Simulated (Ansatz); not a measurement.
What pressure 7.5 GPa does to As

Take As in the A7 type structure (space group R-3m, No. 166; a = 3.7458 Å, c = 9.7537 Å (hexagonal axes); layered) as the base.

Now apply this change: a hydrostatic pressure of 7.5 GPa.

The values are results of PBEsol-D3(BJ) in Ansatz (plane waves to 420 eV, PAW, no spin-orbit coupling), earlier PAW set, not measurements. Settings: 15×15×15 k-points, 0.05 eV Fermi–Dirac smearing.

```csv
quantity,base,changed,shift
volume per atom,19.75 Å³,18.02 Å³,-1.73 Å³
density,6.30 g/cm³,6.90 g/cm³,+0.605 g/cm³
lattice parameter a,3.746 Å,3.672 Å,-0.074 Å
c/a ratio,2.604,2.522,-0.082
shortest interatomic distance,2.518 Å,2.489 Å,-0.029 Å
band gap,zero,zero,–
```

Load acts through the strain it causes; cell and atoms are relaxed under it. Stability against distortions was not tested. Competing high-pressure phases were not computed.

Ansatz is a quantum-chemistry and plane-wave program.
